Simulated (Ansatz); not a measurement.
Question: Name crystals whose electron-phonon coupling λ lies between 0.2 and 0.32 and whose logarithmic mean phonon energy lies between 13.8 and 22 meV, by Ansatz (a program for electronic structure) with PBEsol, DFPT electron-phonon coupling, linearised Boltzmann equation.

Answer: Many crystals can fit; among those computed here:
- NbRh$_{3}$ (Pm-3m): 0.24, 22 meV
- NbIr₃ (Pm-3m): 0.22, 19.1 meV
- ZrW2 (Fd-3m): 0.22, 17.4 meV
- W (Im-3m): 0.30, 19.2 meV
- TaRh3 (Pm-3m): 0.22, 21 meV

Metals; harmonic phonons. Halving the electron mesh moves these values by up to 5 %; q meshes are mostly untested. Some of the runs warned that the eigensolver left states short of its tolerance. Spin-orbit coupling is left out.

Formula and space group known from diffraction (Crystallography Open Database), not checked to be the room-temperature form: NbIr3 (Pm-3m), NbRh3 (Pm-3m), TaRh3 (Pm-3m), ZrW2 (Fd-3m). The missing spin-orbit coupling matters most for NbIr3 (Pm-3m), TaRh3 (Pm-3m), W (Im-3m), ZrW2 (Fd-3m).
